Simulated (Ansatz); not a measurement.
# NiSe₂ (Pnnm, No. 58; cell taken from a computed entry)

The numbers are results of r²SCAN+rVV10 (PAW; Ansatz, a program for electronic structure), not measurements.

Numerical settings: plane-wave cutoff 500 eV, 8×8×12 k mesh (along the axes of the cell as run), Fermi–Dirac smearing 0.05 eV, no spin polarisation, scalar-relativistic PAW data made under PBE.

Cell (relaxed at this level):

```
NiSe2
1.0
    4.88289     0.00000     0.00000
    0.00000     5.96130     0.00000
    0.00000     0.00000     3.63290
Ni Se
2 4
Cartesian
  2.44145   2.98065   1.81645
  0.00000   0.00000   0.00000
  1.43567   5.22359   1.81645
  3.44722   0.73771   1.81645
  3.87712   3.71836   0.00000
  1.00578   2.24294   0.00000
```

equilibrium volume per atom: 17.62 Å³/atom

Note: the run has no spin polarisation, so it can have missed a magnetic state; the relaxation could not lower the start's symmetry, so the cell can be a saddle point above a distorted one.

The computed numbers hold no vibrational or temperature effects.
